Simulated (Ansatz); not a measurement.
# What Ta → Re does to Ta

The parent structure is Ta in the bcc (W type) structure (space group Im-3m, No. 229; a = 3.282 Å).

The change: every Ta is replaced by Re; the structure is relaxed again.

All numbers come from PBEsol (Ansatz, a quantum-chemistry and plane-wave program), no spin-orbit coupling. Settings: 21×21×21 k-points, 0.05 eV Fermi–Dirac smearing, for the changed cell.

```json
[
 {"quantity": "volume per atom", "base": "17.68 Å³", "changed": "14.68 Å³", "shift": "-2.993 Å³"},
 {"quantity": "space group", "base": "Im-3m (No. 229)", "changed": "Im-3m (No. 229)", "shift": "–"},
 {"quantity": "band gap", "base": "zero", "changed": "zero", "shift": "–"}
]
```

Cost of the whole job for the changed cell (relaxation, final SCF and bands): very roughly 10 core-seconds.

No phonon test of stability was made. For Re in this form, whether it has been made was not checked. All final runs are without spin polarisation. This is not the structure that Re has at room temperature and ambient pressure.
